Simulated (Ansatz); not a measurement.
# Effect of uniaxial strain ε_zz = −0.50 % on InAs

Consider InAs in the zinc blende structure (space group F-43m, No. 216; a = 6.0873 Å). Axes: x, y, z lie along the cube axes.

Perturbation: uniaxial strain ε_zz = −0.50 %, all other strain components held at zero, atoms relaxed at fixed cell.

Computed with DFT with PBEsol, PAW potentials and a 420 eV plane-wave cutoff in Ansatz (a program for electronic structure), spin-orbit coupling left out. k-mesh 9×9×9 (Γ-centred); smearing 0.05 eV (Fermi–Dirac).

The volume per atom shrinks by 0.141 Å³ (28.20 Å³ → 28.05 Å³) and the space group changes from F-43m (No. 216) to I-4m2 (No. 119). The shortest interatomic distance falls by 0.0044 Å to 2.631 Å and the energy hardly moves. The pressure (mean of the normal stresses, compression positive) goes from zero to 0.3 GPa and the band gap remains zero. The valley order (the lowest conduction-band minima on the path, energy above the VBM, named in the base's zone) amounts to Γ 0.02 eV; L along [1-11] 0.85 eV; X along [001] 1.46 eV; X along [100] 1.49 eV and the stress (xx, yy, zz, yz, xz, xy; compression positive) comes out as (0.2, 0.2, 0.4, 0.0, 0.0, 0.0) GPa (rough).

Final structure:

```
CELL_PARAMETERS angstrom
      0.00000     3.04364     3.02842
      3.04364     0.00000     3.02842
      3.04364     3.04364     0.00000
ATOMIC_POSITIONS crystal
  In 0.00000 0.00000 0.00000
  As 0.25000 0.25000 0.25000
```

Without a gap, meshes like the base's 9×9×9 leave anisotropic stresses uncertain by several tenths of a GPa, and small strain energies with them. Stability against distortions was not tested. The final runs are not spin-polarised. Gaps under 0.05 eV, about the width of the smearing, are given as zero. A zero or small gap of InAs can be the functional's error rather than a property of the material.
